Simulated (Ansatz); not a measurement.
We consider NiAs-type NiSb, described by revPBE (Ansatz, an electronic-structure program, PAW).

Settings: plane-wave cutoff 520 eV, 18×18×12 k mesh (along the axes of the cell as run), Fermi–Dirac smearing 0.05 eV, no spin polarisation, scalar-relativistic PAW data made under PBE.

Cell (relaxed at this level):

```
CELL_PARAMETERS angstrom
      1.99933    -3.46293     0.00000
      1.99933     3.46293     0.00000
      0.00000     0.00000     5.19229
ATOMIC_POSITIONS crystal
  Ni 0.00000 0.00000 0.50000
  Ni 0.00000 0.00000 0.00000
  Sb 0.33333 0.66667 0.25000
  Sb 0.66667 0.33333 0.75000
```

**Question.** What does this level give for the bulk modulus and pressure derivative B′ of the bulk modulus?

**Answer.** 
- bulk modulus: 105 GPa
- pressure derivative B′ of the bulk modulus: 5.1

The run finds no gap.

Note: the bulk modulus comes from volumes at which shape and atoms were relaxed.

Spin–orbit coupling is not included.

The computed numbers hold no vibrational or temperature effects.

The result took very roughly 6 core-minutes.
